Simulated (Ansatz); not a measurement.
The parent structure is Os in the hcp (Mg type) structure (space group P6_3/mmc, No. 194; a = 2.7290 Å, c = 4.3091 Å; relaxed with 0.1 eV smearing). Axes: x lies along a and z along c of the hexagonal cell.

The values are results of PBEsol in Ansatz (plane waves to 420 eV, PAW, spin-orbit coupling left out), not measurements.

The change: tensile biaxial strain of 2.50 % in the plane normal to [001], as in epitaxy on a mismatched substrate; the out-of-plane cell vector and the atoms relax.

Estimate the effect on the ratio −ε⊥/ε∥.

The ratio −ε⊥/ε∥ amounts to 0.54.

Estimate the effect on the in-plane stress.

The mean in-plane stress (compression positive) amounts to -19.2 GPa.

Whether these cells are dynamically stable was not tested. The final runs are not spin-polarised.

Ansatz is an electronic-structure program.
